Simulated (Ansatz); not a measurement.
## CH3 on the 1x1 (110) surface of bcc W, one in a 2x2 cell, started at the site 'top W'

Computed with PBE (plane waves to 420 eV, PAW; Ansatz, a first-principles code).

Set-up: 20 atoms, 6.6 Å thick at the start under the adsorbate (thin: gaps and levels are the slab's own); mesh 6x6x1; 0.1 eV smearing; dipole correction on; 8 atoms held, the rest relaxed; no symmetry held; spin-polarised, no spin-orbit, no U, no dispersion correction. The starting moment vanished. At the end it is bonded to 3 W. In PBE it is, or lies within 0.03 eV of, the lowest of the starts that converged.

```json
{
  "adsorption energy against CH4(g) − ½ H2(g)": "-0.010 eV",
  "work_function_of_the_top_face": "3.70 eV",
  "change_of_the_work_function": "-1.12 eV",
  "change_of_the_step_from_the_bottom_to_the_top_vacuum_level_against_the_clean_slab": "-1.12 eV",
  "energy_released_by_relaxation": "1.00 eV",
  "height of the binding atom over the mean of the host atoms within 0.3 Å of the top one": "1.707 Å",
  "magnetic_moment_of_the_cell": "0.00 μB",
  "nearest_host_atoms_of_the_binding_atom": "W at 2.28 Å, W at 2.44 Å, W at 2.45 Å",
  "largest_move_of_a_host_atom": "0.05 Å",
  "note": "in the relaxation the adsorbate left its starting site by 1.5 Å",
  "cost": "about 110 core-minutes (a rough figure)"
}
```

A negative adsorption energy means that the adsorbate is more stable on the surface than in its reference.
